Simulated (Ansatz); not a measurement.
Reference: CaSi$_{2}$ (R-3m), PBEsol, DFPT electron-phonon coupling, linearised Boltzmann equation (plane waves, PAW, scalar-relativistic; Ansatz, a quantum-chemistry and plane-wave program); geometry: relaxed with this functional, without spin-orbit coupling.

```
CaSi2
1.0
    1.90509     1.09991     5.22044
   -1.90509     1.09991     5.22044
    0.00000    -2.19981     5.22044
Ca Si
1 2
Direct
  0.00000   0.00000   0.00000
  0.80238   0.80238   0.80238
  0.19762   0.19762   0.19762
```

| Property | Value |
|---|---|
| resistivity at 300 K | 33 μΩ·cm |

Replace Si by Ge on the same sites and relax. What happens?

CaGe$_{2}$ (R-3m): volume per atom 21.9 to 23.4 Å³; resistivity at 300 K rises (33 μΩ·cm to 44 μΩ·cm).

Moves up to 16 % count as about the same. Metals; harmonic phonons alone scatter; means over directions. Halving the electron mesh moves these values by up to 11 %; q meshes are mostly untested. Spin-orbit coupling is left out.

Computed structure with no diffraction record at hand here (it may be known, metastable or hypothetical): CaGe2 (R-3m), CaSi2 (R-3m).
